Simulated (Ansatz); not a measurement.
The parent structure is Au in the hcp (Mg type) structure (space group P6_3/mmc, No. 194; a = 2.862 Å, c = 4.802 Å; relaxed with 0.1 eV smearing). Axes: x lies along a and z along c of the hexagonal cell.

Perturbation: uniaxial strain ε_xx = +2.30 %, all other strain components held at zero, atoms relaxed at fixed cell.

Levels (all Ansatz, a program for electronic structure, PAW): PBEsol (420 eV, no SOC); PBEsol+SOC (420 eV, with spin-orbit coupling).

The geometry is relaxed with PBEsol.

| Item | Result |
|---|---|
| PBEsol pressure | -3.7 GPa |

With PBEsol+SOC at the same geometry, the pressure shrinks by 1.5 GPa (-3.7 GPa → -5.2 GPa).

Single points use the geometry relaxed with PBEsol. The spin-orbit shifts are approximate. Stability against distortions was not tested. The base started in Cmcm and relaxed to P6_3/mmc at this level. This is not the structure that Au has at room temperature and ambient pressure.
